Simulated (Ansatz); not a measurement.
We consider CsCl-type NaCl (model structure) (like a known high-pressure phase), described by PBE0 (PAW; Ansatz, a first-principles code).

Settings: plane-wave cutoff 500 eV, 6×6×6 k mesh, gaussian smearing 0.02 eV, scalar-relativistic PAW data made under PBE.

Cell (relaxed with r²SCAN):

```xyz
2
Lattice="3.4603 0.0000 0.0000 0.0000 3.4603 0.0000 0.0000 0.0000 3.4603" Properties=species:S:1:pos:R:3 pbc="T T T"
Na     0.0000     0.0000     0.0000
Cl     1.7302     1.7302     1.7302
```

### Question
What does this level give for the band gap?

### Answer

- band gap: 6.14 eV (on the SCF k mesh)

Note: cell and atoms aren't relaxed at this level (pressure 0.5 GPa).

Computed values are for the static lattice.

A model structure was made by putting elements into a prototype or built by hand; it is no filed structure, need not be a known phase, and can be a saddle point held by its symmetry.
